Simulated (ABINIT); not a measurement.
Short convergence ladders for MgS (I4mm, 2 atoms in the cell)

```
MgS
1.0
    0.00000     2.60780     2.60780
    2.60780     0.00000     2.60780
    2.60780     2.60780     0.00000
Mg S
1 1
Direct
  0.00959   0.00959   0.99041
  0.50000   0.50000   0.50000
```

Base method: LDA (PW92), norm-conserving pseudopotentials (PseudoDojo nc-sr-04 LDA standard) (plane waves; ABINIT).

Base settings: pseudos = [Mg.upf, S.upf]; ecut = 84 Ry; occopt = 3; tsmear = 0.05 eV; ngkpt = 4 4 4; nshiftk = 1; shiftk = 0 0 0; potentials = PseudoDojo nc-sr-04 LDA standard; nband = 13; kptopt = 1.

The count of work is k-points × plane waves × bands × iterations; it is no time. Core times come from one kind of shared machine, to one figure; runs under 30 s give none.

**Shifted k-point meshes**

In this ladder: shiftk = 0.5 0.5 0.5.

Shifted meshes do not hold Γ, so a gap read on them misses any band edge there.

Only quantities that move along the ladder and can be compared are tabulated.

```tsv
ngkpt	free energy less the last step's (meV/atom)	pressure (GPa)	gap on the mesh (eV)	count of work / last	core time / last (rough)
2 2 2	26.37	-3.24	4.495	0.0041	–
4 4 4	0.11	-3.60	3.248	0.027	0.04
6 6 6	0.00	-3.61	2.898	0.085	0.09
8 8 8	0.00	-3.61	2.754	0.20	0.2
10 10 10	0.00	-3.61	2.683	0.37	0.4
12 12 12	0.00	-3.61	2.643	0.64	0.7
14 14 14	0.00	-3.61	2.619	1.0	1
```

Coarsest ngkpt that holds the pressure within 0.1 GPa of the last step, with all finer ones: 4 4 4, at 0.027 of the last step's count of work and about 0.04 of the last step's time; the step before is off by 0.36 GPa.

Coarsest ngkpt that holds the free energy within 2 meV/atom of the last step, with all finer ones: 4 4 4, at 0.027 of the last step's count of work and about 0.04 of the last step's time; the step before is off by 26 meV/atom.

**The SCF threshold**

The mesh stays at the base's, so the ladder's end is converged at best in this setting alone.

Only quantities that move along the ladder and can be compared are tabulated.

| toldfe | pressure (GPa) | count of work / last |
|---|---|---|
| 0.0037 Ha | -2.99 | 0.22 |
| 0.00037 Ha | -3.38 | 0.28 |
| 3.7e-05 Ha | -3.38 | 0.28 |
| 3.7e-07 Ha | -3.23 | 0.33 |
| 3.7e-09 Ha | -3.23 | 0.44 |
| 1e-09 Ha | -3.23 | 0.44 |
| 3.7e-12 Ha | -3.23 | 0.50 |
| 3.7e-14 Ha | -3.23 | 1.0 |

Coarsest toldfe that holds the pressure within 0.1 GPa of the last step, with all finer ones: 3.7e-07 Ha, at 0.33 of the last step's count of work; the step before is off by 0.16 GPa.

On the base run: the starting cell has typed, rounded lattice constants, without a prior relaxation at this level. Its lattice was rescaled by up to half a per cent. One atom was moved a little off its site on purpose. In the base run, with a pressure of about -3 GPa the cell is away from its equilibrium volume at this level.
